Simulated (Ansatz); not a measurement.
The starting structures come from a database of crystals and need not be the phases stable at ambient conditions.

Tunnelling through a barrier is set by its complex band structure: the current falls as exp(−2κd) with the smallest κ.

Consider the following.

```
Ag2S
1.0
    4.22178     0.00000     0.00000
    0.00000     7.40480     0.00000
    1.57213     0.00000     3.81297
Ag S
4 2
Direct
  0.88611   0.75000   0.89597
  0.11389   0.25000   0.10403
  0.50000   0.00000   0.50000
  0.50000   0.50000   0.50000
  0.27249   0.75000   0.28478
  0.72751   0.25000   0.71522
```

Space group of this cell: P2_1/m. The cell is strained (lengths along the current scaled by 0.97, ions clamped); by PBEsol its mean pressure is -0.9 GPa.

Transport runs along the normal of the first two printed cell vectors.

The gap is the functional's own. No spin-orbit coupling. Mid-gap values are interpolated on the energy grid.

Q: Compute, with Ansatz (a first-principles code) with PBEsol, the band gap and the smallest decay constant κ at mid-gap.

A: Gap 1.15 eV on a 8×4×8 mesh; κ = 0.128 1/Å, at the zone centre.
